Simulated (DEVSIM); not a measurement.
CdS/CdTe n-p heterojunction

System: CdS/CdTe n-p heterojunction, at 300 K.

```
layer (left to right)  material  thickness (μm)  Nd (cm⁻³)  Na (cm⁻³)   τn (s)   τp (s)
---------------------  --------  --------------  ---------  ---------  -------  -------
1                           CdS           0.230     1.5e17          -  7.5e-10  7.5e-10
2                          CdTe            1.60          -     1.9e17   2.2e-9  7.5e-10
```

Left contact: ohmic. Right contact: ohmic. Voltage is applied to the left contact. Recombination: SRH at mid-gap, Auger. Mobility is constant in doping.

This is a model device: material constants are rounded textbook-type values typed into the input, and sizes, dopings and lifetimes were drawn at random. Values at 300 K.

```csv
parameter,CdS,CdTe
gap (eV),2.4,1.5
affinity (eV),4.3,4.28
permittivity,9,10.2
Nc (cm⁻³),2.2e18,8e17
Nv (cm⁻³),1.8e19,1.8e19
μn (cm²/Vs),300,1000
μp (cm²/Vs),25,80
Cn (cm⁶/s),1e-30,1e-30
Cp (cm⁶/s),1e-30,1e-30
```

Model (solved in DEVSIM): 1D drift-diffusion, Boltzmann statistics, complete ionisation; no tunnelling, impact ionisation, image-force lowering or self-heating. Band offsets follow the typed affinities; no thermionic-emission limit at abrupt steps, no polarisation charge.

```yaml
potential_step_across_the_device_at_zero_bias: 1.293 V
largest_field_in_the_device_at_zero_bias: 210000 V/cm
Dark forward voltage at 1 A/cm²: 1.121 V
Dark forward voltage at 100 A/cm²: 1.242 V
```

Small-signal capacitance in reverse bias (quasi-static):

```tsv
V (V)	C (nF/cm²)
0.1	64.9
0.25	61.5
0.5	56.9
0.75	53.2
1	50.2
1.5	45.4
2	41.7
2.5	38.8
3.25	35.4
4	32.8
```

Dark forward current:

(V (V), J (A/cm²)): (-0.05, -1.4e-13); (-0.10, -5.0e-13); (-0.20, -5.2e-12); (-0.25, -1.7e-11); (-0.30, -5.4e-11); (-0.40, -5.6e-10); (-0.45, -1.8e-9); (-0.55, -1.9e-8); (-0.60, -6.4e-8); (-0.65, -2.2e-7); (-0.75, -2.8e-6); (-0.80, -1.1e-5); (-0.85, -5.2e-5); (-0.95, -0.0016); (-1.00, -0.010); (-1.10, -0.45); (-1.15, -3.0); (-1.20, -21); (-1.30, -730); (-1.35, -2700)
